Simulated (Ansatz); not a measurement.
Data:

```
AlN
1.0
    0.00000     2.18883     2.18883
    2.18883     0.00000     2.18883
    2.18883     2.18883     0.00000
N Al
1 1
Direct
  0.75000   0.75000   0.75000
  0.00000   0.00000   0.00000
```

A single point on GaN with a change (Ga → Al), its geometry relaxed with PBEsol.

Computed with DFT with PBEsol, PAW potentials and a 420 eV plane-wave cutoff in Ansatz (a first-principles code), with spin-orbit coupling. Settings: 13×13×13 k-points, 0.05 eV Fermi–Dirac smearing.

Question: Predict the gap character, width of the top valence band and electron mass.

Answer: 
```json
{
 "gap_character": "indirect, Γ → X",
 "width_of_the_top_valence_band": "2.72 eV",
 "electron_mass": "0.52 mₑ along k, 0.32 mₑ across (at X)"
}
```

Single points use the geometry relaxed with PBEsol. Effective masses come from finite differences of ±0.01 Å⁻¹. Along k means along the line from Γ to the band edge. Stability against distortions was not tested. The cell was made from GaN by this change: Ga → Al. This is not the structure that AlN has at room temperature and ambient pressure.
